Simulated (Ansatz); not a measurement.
System: HfN (P6₃/mmc, No. 194, 4 atoms in the cell; start mp-1096994; a measured phase of this formula has another space group). Method: LDA (Ansatz, an electronic-structure program, PAW).

Run with plane-wave cutoff 520 eV, 24×24×10 k mesh (along the axes of the cell as run), Fermi–Dirac smearing 0.05 eV, scalar-relativistic PAW data made under PBE.

Cell (relaxed at this level):

Space group P6₃/mmc (No. 194); a = 3.103 Å, b = 3.103 Å, c = 5.352 Å, α = 90.00°, β = 90.00°, γ = 120.00°

```csv
atom,site,symmetry,x,y,z
Hf,2c,-6m2,0.3333,0.6667,0.2500
N,2a,-3m.,0.0000,0.0000,0.0000
```

Question: Estimate the bulk modulus that the calculation returns.

Answer: 
* **bulk modulus**: 297 GPa

The run finds no gap.

Note: the bulk modulus is −V dP/dV from two relaxed cells at ±2 % in volume; the relaxation could not lower the start's symmetry, so the cell can be a saddle point above a distorted one.

Spin–orbit coupling is not included; it can open a gap where bands touch, and shift volumes and moduli.

The result took about 6 core-minutes (a rough figure).

A start named mp-… is a Materials Project structure, which need not be a measured phase.
